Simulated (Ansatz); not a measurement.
P (model structure, started from the lonsdaleite type, P6₃/mmc, No. 194, 4 atoms in the cell), treated with r²SCAN (Ansatz, a quantum-chemistry and plane-wave program, plane waves, PAW).

Settings: plane-wave cutoff 560 eV, 18×18×6 k mesh (along the axes of the cell as run), Fermi–Dirac smearing 0.05 eV, scalar-relativistic PAW data made under PBE.

Cell (relaxed with PBEsol):

P is modelled in the hexagonal space group P6₃/mmc (No. 194), Pearson symbol hP4. Cell: a = b = 3.236 Å, c = 11.467 Å, α = β = 90.00°, γ = 120.00°. P on 4f is coordinated by 3 P at 2.246 Å (trigonal pyramidal). (Neighbours: up to the widest gap in distance over summed covalent radii, below 1.35, at either atom.)

What does this level give for the band gap and direct gap at Γ?


* **band gap**: 1.77 eV (on the SCF k mesh)
* **direct gap at Γ**: 4.27 eV

Note: the relaxation could raise the start's symmetry but not lower it, so the cell can be a saddle point; cell and atoms aren't relaxed at this level (largest force component 0.25 eV/Å, pressure 0.8 GPa).

Static lattice: no zero-point or thermal effects.

It cost roughly 11 core-seconds of CPU time.

A model structure was made by putting elements into a prototype or built by hand; it is no filed structure, need not be a known phase, and can be a saddle point held by its symmetry.
